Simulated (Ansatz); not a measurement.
# TiO2, response to strain

The reference is TiO$_{2}$ in the rutile structure (space group P4_2/mnm, No. 136; a = 4.548 Å, c = 2.917 Å). Axes: x, y, z lie along a, b, c of the conventional cell.

Strains are applied to the cell and any free atomic positions relax.

Computed with LDA (Ansatz, a program for electronic structure), spin-orbit coupling left out.

Notes on the quantities. energy relative to the base: free energy F.

| uniaxial strain ε_zz (%) | energy relative to the base (meV/atom) |
|---|---|
| 0 | 0.0 |
| 0.6 | 0.6 |
| 1.2 | 2.3 |
| 1.8 | ? |
| 2.4 | 9.1 |
| 3 | 14.0 |

Problem. Fit ΔE = Aε² + Bε³ (ε in %) to the rows shown and predict the withheld row.

Solution. Least squares on the printed values gives A = 1.66 and B = -0.034 meV/atom (largest residual 0.0 meV/atom); this predicts 5.2 meV/atom, and the run gives 5.2 meV/atom, in agreement.

Whether these cells are dynamically stable was not tested. All final runs are without spin polarisation.
